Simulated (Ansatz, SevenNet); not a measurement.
For SiO₂ (P4₁2₁2, No. 92), the machine-learned potential SevenNet-l3i5 (trained on PBE and PBE+U data) gives:

| Property | Value |
|---|---|
| lattice parameter a | 5.095 Å |
| lattice parameter c | 7.125 Å |

### Question
What does r²SCAN+rVV10 in Ansatz (plane waves, PAW) give for the same quantities?

### Answer

- lattice constant a: 4.896 Å (shrinks by 3.9 %)
- lattice parameter c: 6.745 Å (falls by 5.3 %)

Changes are worked out from the printed values.

Unless a cell is named, each level is at its own relaxed cell (SevenNet-l3i5 15.41, r²SCAN+rVV10 13.48 Å³/atom).

Ansatz's density-functional and Hartree–Fock values are scalar-relativistic unless marked +SOC, with PAW data made under PBE.

Ansatz is an electronic-structure program.
